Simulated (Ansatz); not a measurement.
Start from CsGeI3 (space group R3m, No. 160).

```
CsGeI3
1.0
    4.22301     2.43816     3.61574
   -4.22301     2.43816     3.61574
    0.00000    -4.87631     3.61574
Cs Ge I
1 1 3
Direct
  0.90736   0.90736   0.90736
  0.37287   0.37287   0.37287
  0.41150   0.92076   0.41150
  0.92076   0.41150   0.41150
  0.41150   0.41150   0.92076
```

The other end (x = 1) is NaGeI3 (space group R3m, No. 160; a hypothetical phase, not in the database extracts checked; layered): 46.18 Å³/atom, gap 1.35 eV; this end may not be an ambient phase.

Level of theory: r2SCAN (Ansatz, a program for electronic structure, PAW, spin-orbit coupling left out), earlier PAW set.

Na replaces a fraction x of Cs; each row is one arrangement (x, atoms in the cell, starting space group or random), fully relaxed.

One change was made to it. Results:

```tsv
quantity	base	after
band gap	1.16 eV	1.33 eV
deviation of the volume from the linear (Vegard-type) interpolation	–	+1.6 %
mixing energy (against an end that may be hypothetical)	–	-11 meV/atom
```

### Question
What was done to the base?
A. x(Na) = 0.5, 10 atoms, Pm
B. x(Na) = 0.5, 10 atoms, Cm
C. x(Na) = 0.5, 10 atoms, R3m

### Answer
A, x(Na) = 0.5, 10 atoms, Pm. For comparison, the band gap in the other runs: x(Na) = 0.5, 10 atoms, R3m gives 1.20 eV; x(Na) = 0.5, 10 atoms, Cm gives 1.27 eV.

Each cell is one ordered arrangement of few atoms, which overstates ordering effects compared with a random alloy. Spin-orbit coupling, missing from the scalar runs, can matter with I. No phonon test of stability was made. The base started in Cm and relaxed to R3m at this level.
